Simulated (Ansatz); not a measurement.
Base system: CuI in the zinc blende structure (space group F-43m, No. 216).

```
CELL_PARAMETERS angstrom
      0.00000     2.96966     2.96966
      2.96966     0.00000     2.96966
      2.96966     2.96966     0.00000
ATOMIC_POSITIONS crystal
  Cu 0.00000 0.00000 0.00000
  I  0.25000 0.25000 0.25000
```

All numbers come from PBEsol in Ansatz (plane waves to 420 eV, PAW, no spin-orbit coupling).

Strains are applied to the cell and any free atomic positions relax.

One change was made to it. Results:

```json
[
 {"quantity": "energy relative to the base (free energy F)", "base": "0 meV/atom", "after": "+29 meV/atom"},
 {"quantity": "band gap", "base": "1.17 eV", "after": "0.94 eV"}
]
```

Task: Name the change that was made.
A) isotropic strain +1.00 %
B) isotropic strain −2.50 %
C) isotropic strain −1.00 %
D) isotropic strain +1.50 %
E) isotropic strain +3.00 %

Result: E, isotropic strain +3.00 %. For comparison, the band gap in the other runs: isotropic strain +1.50 % gives 1.05 eV; isotropic strain −1.00 % gives 1.26 eV; isotropic strain +1.00 % gives 1.09 eV; isotropic strain −2.50 % gives 1.40 eV.

Spin-orbit coupling, missing from the scalar runs, can matter with I. No phonon test of stability was made. The final runs are not spin-polarised.

Ansatz is a quantum-chemistry and plane-wave program.
